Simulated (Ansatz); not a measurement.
Amorphous Si$_{24}$O$_{50}$Ge, 75 atoms at 2.21 g/cm³, one PBE-relaxed geometry, zone centre. Methods: PBE, scalar-relativistic without spin-orbit coupling (Ansatz, a program for electronic structure); r2SCAN, scalar-relativistic without spin-orbit coupling (Ansatz); HSE06, scalar-relativistic without spin-orbit coupling (Ansatz). Plane waves to 420 eV (r2SCAN 500 eV); exact exchange is cut at the cell's faces. At PBE the levels at the filled edge of the gap are localised (band-tail or defect states). All rungs ran without spin polarisation.

Preparation: random packing, a CHGNet melt and quench, and a DFT relaxation. O atoms were pushed apart under 1.9 Å during the dynamics, to hinder bonds among them. The hot cell started wider than the set density and was brought back towards it in steps. It is the lowest in DFT energy of 2 quenches. It is a model cell: composition and starting density were chosen by hand, and all elements were melted together. No dispersion term was used. Its density started from a set value of 2.27 and ended at 2.21 g/cm³. The quench (nominally 480 K/ps over its main leg) was far faster than any real one, so the model tends to hold more defects than a real film. One small periodic cell is one sample of the glass; other quenches scatter about these values. The volume was free in the relaxation, at fixed shape. Stress components on the final sampling reach 2.3 GPa.

The relaxation ran on the zone centre alone. At PBE the level gap is 4.61 eV on a 2×2×2 Γ-centred mesh, and the spacing at the zone centre alone 4.64 eV.

**Question.** What zone-centre spacing does r2SCAN give, roughly?

**Answer.** 5.30 eV (+0.66 eV against PBE).

**Question.** What zone-centre spacing does HSE06 give, roughly?

**Answer.** 6.53 eV (+1.89 eV against PBE).

The highest filled and the lowest empty state spread over these numbers of atoms (participation numbers): PBE: 4.5 and 13.5; r2SCAN: 4.6 and 13.3; HSE06: 5.1 and 17.8.
